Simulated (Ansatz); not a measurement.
PtC (model structure, Fm-3m, No. 225, 2 atoms in the cell)

Level of theory: r²SCAN+rVV10 (PAW; Ansatz, a program for electronic structure).

Settings: plane-wave cutoff 560 eV, 22×22×22 k mesh, Fermi–Dirac smearing 0.05 eV, scalar-relativistic PAW data made under PBE.

Cell (relaxed at this level):

Space group Fm-3m (No. 225); a = b = c = 4.4360 Å, α = β = γ = 90.00°

```
atom  site  symmetry       x       y       z
----  ----  --------  ------  ------  ------
Pt      4a      m-3m  0.0000  0.0000  0.0000
C       4b      m-3m  0.5000  0.5000  0.5000
```
(The calculation used a cell of 2 atoms; values per cell refer to that cell.)

- band gap: zero (no gap)

Note: the relaxation could raise the start's symmetry but not lower it, so the cell can be a saddle point.

Spin–orbit coupling is not included; it can open a gap where bands touch, and shift volumes and moduli.

Computed values are for the static lattice.

A model structure was made by putting elements into a prototype or built by hand; it is no filed structure, need not be a known phase, and can be a saddle point held by its symmetry.
